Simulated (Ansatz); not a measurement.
System: Ta₂Pt₃Se₈ (Pbam, No. 55, 26 atoms in the cell; start mp-4425). Method: HSE06 (plane waves, PAW; Ansatz, an electronic-structure program).

Settings: plane-wave cutoff 460 eV, 2×2×6 k mesh (along the axes of the cell as run), Fermi–Dirac smearing 0.01 eV, scalar-relativistic PAW data made under PBE.

Cell (relaxed with PBEsol):

```cif
data_Pt6Se16Ta4
_chemical_formula_sum 'Ta4 Pt6 Se16'
_space_group_name_H-M_alt 'Pbam'
_space_group_IT_number 55
_space_group_name_Hall '-P 2 2ab'
_cell_length_a 10.87533
_cell_length_b 15.03612
_cell_length_c 3.55277
_cell_angle_alpha 90.000
_cell_angle_beta 90.000
_cell_angle_gamma 90.000
loop_
_atom_site_label
_atom_site_type_symbol
_atom_site_symmetry_multiplicity
_atom_site_Wyckoff_symbol
_atom_site_fract_x
_atom_site_fract_y
_atom_site_fract_z
_atom_site_occupancy
Ta1 Ta 4 h 0.20095 0.12324 0.50000 1
Pt1 Pt 4 g 0.35868 0.22245 0.00000 1
Pt2 Pt 2 a 0.00000 0.00000 0.00000 1
Se1 Se 4 h 0.43746 0.12357 0.50000 1
Se2 Se 4 h 0.23409 0.29256 0.50000 1
Se3 Se 4 g 0.03141 0.15992 0.00000 1
Se4 Se 4 g 0.27520 0.49703 0.00000 1
```

Task: Estimate the band gap and smallest direct gap on the k points sampled that the calculation returns.

Result: 
* **band gap**: 1.08 eV (on the SCF k mesh)
* **smallest direct gap on the k points sampled**: 1.17 eV

Note: cell and atoms aren't relaxed at this level (largest force component 0.26 eV/Å, pressure 1.3 GPa).

Spin–orbit coupling is not included; with these elements it can move the gap by several tenths of an eV or more.

It cost around 120 core-minutes (rough) of CPU time.

A start named mp-… is a Materials Project structure, which need not be a measured phase.
